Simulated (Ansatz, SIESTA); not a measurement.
An Ansatz (a program for electronic structure) input for a relaxation of cell and atoms of BaZrO₃ (Pm-3m, 5 atoms in the cell) (DFT, PBE, plane waves, default PAW files):

Ansatz 0.2 input:
```yaml
# BaZrO3
crystal:
  lattice:
    - [4.190000, 0.000000, 0.000000]
    - [0.000000, 4.190000, 0.000000]
    - [0.000000, 0.000000, 4.190000]
  atoms:
    - { symbol: Ba, position: [0.000000, 0.000000, 0.000000] }
    - { symbol: Zr, position: [0.500000, 0.500000, 0.500000] }
    - { symbol: O, position: [0.500000, 0.000000, 0.500000] }
    - { symbol: O, position: [0.000000, 0.500000, 0.500000] }
    - { symbol: O, position: [0.500000, 0.500000, 0.000000] }
basis:
  ecutwfc: 420.0 eV
kpoints:
  mp_grid: { grid: [8, 8, 8] }
hamiltonian:
  xc: pbe
  pseudopotentials: { kind: paw }
scf:
  occupations: { method: fermi_dirac, width: 0.02 eV }
relax:
  cell: {}
output:
  forces: true
  eigenvalues: true
  stress: true
```

Write the same calculation as an input for SIESTA.

This is the input that was run; spellings and numerical settings could be chosen otherwise.

```
# files in the folder: Ba.psml Zr.psml O.psml (PseudoDojo PBE standard)
SystemName  BaZrO3
SystemLabel bazro3

NumberOfAtoms                5
NumberOfSpecies              3
%block ChemicalSpeciesLabel
  1 56 Ba
  2 40 Zr
  3 8 O
%endblock ChemicalSpeciesLabel
LatticeConstant              1.0 Ang
%block LatticeVectors
     4.190000000    0.000000000    0.000000000
     0.000000000    4.190000000    0.000000000
     0.000000000    0.000000000    4.190000000
%endblock LatticeVectors
AtomicCoordinatesFormat      Ang
%block AtomicCoordinatesAndAtomicSpecies
     0.000000000    0.000000000    0.000000000  1
     2.095000000    2.095000000    2.095000000  2
     2.095000000    0.000000000    2.095000000  3
     0.000000000    2.095000000    2.095000000  3
     2.095000000    2.095000000    0.000000000  3
%endblock AtomicCoordinatesAndAtomicSpecies

XC.functional                GGA
XC.authors                   PBE
PAO.BasisSize                DZP
PAO.EnergyShift              0.01 Ry
MeshCutoff                   300 Ry
%block kgrid.MonkhorstPack
    8   0   0  0.0
    0   8   0  0.0
    0   0   8  0.0
%endblock kgrid.MonkhorstPack
OccupationFunction           FD
ElectronicTemperature        0.02 eV

MaxSCFIterations             150
SCF.Mixer.Method             Pulay
SCF.Mixer.Weight             0.25
SCF.Mixer.History            6
SCF.DM.Tolerance             1.0E-05
Diag.ParallelOverK           true
MD.TypeOfRun                 FIRE
MD.Steps                     40
MD.MaxForceTol               0.02 eV/Ang
MD.VariableCell              true
MD.MaxStressTol              0.05 GPa
WriteForces                  true
Charge.Mulliken              end
```

Basis settings and potentials, where a program has them, do not carry over. This input uses DFT, GGA PBE, numerical atomic orbitals DZP, PseudoDojo PBE standard norm-conserving potentials (rewritten from UPF to PSML).

The starting cell has typed, rounded lattice constants, without a prior relaxation at this level.
